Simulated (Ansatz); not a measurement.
Native point defects in rock-salt TiC, Ti-rich limit (Δμ(C) = -1.33 eV, Δμ(Ti) = -0.33 eV), neutral cells.

All values below come from PBE, PAW (plane waves to 420 eV; Ansatz, an electronic-structure program). Set-up: 64-site cell; 4×4×4 shifted k-points; no Hubbard U; not converged in cell size; the relaxation kept the symmetry of the starting site.

```json
[
 {"defect": "Ti interstitial", "charge": "0", "E_f (eV)": "7.84"},
 {"defect": "Ti on the C site", "charge": "0", "E_f (eV)": "6.70"},
 {"defect": "C interstitial", "charge": "0", "E_f (eV)": "5.18"},
 {"defect": "C vacancy", "charge": "0", "E_f (eV)": "-0.77"},
 {"defect": "Ti vacancy", "charge": "0", "E_f (eV)": "8.23"}
]
```

In order: C vacancy: -0.77 eV; C interstitial: 5.18 eV; Ti on the C site: 6.70 eV; Ti interstitial: 7.84 eV; Ti vacancy: 8.23 eV. Not listed: C on the Ti site. The cheapest of those listed is C vacancy.
